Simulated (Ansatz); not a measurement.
The reference is CdS in the zinc blende structure (space group F-43m, No. 216; a = 5.879 Å).

Levels (all Ansatz, a first-principles code, PAW, earlier PAW set): r2SCAN (500 eV, no spin-orbit coupling); HSE06 (420 eV, no SOC).

Its gap is 1.54 eV with r2SCAN and 2.10 eV with HSE06.

Perturbation: an isotropic linear strain of −2.50 %, atoms relaxed at fixed cell.

With r2SCAN the gap becomes 1.71 eV.

Q: If the HSE06 correction stayed the same, what would the HSE06 gap be, and what does the HSE06 run give?

A: A rigid correction of +0.56 eV gives 2.27 eV. The HSE06 run gives 2.29 eV, so the two effects roughly add.

Single points use the geometry relaxed with r2SCAN. No phonon test of stability was made.
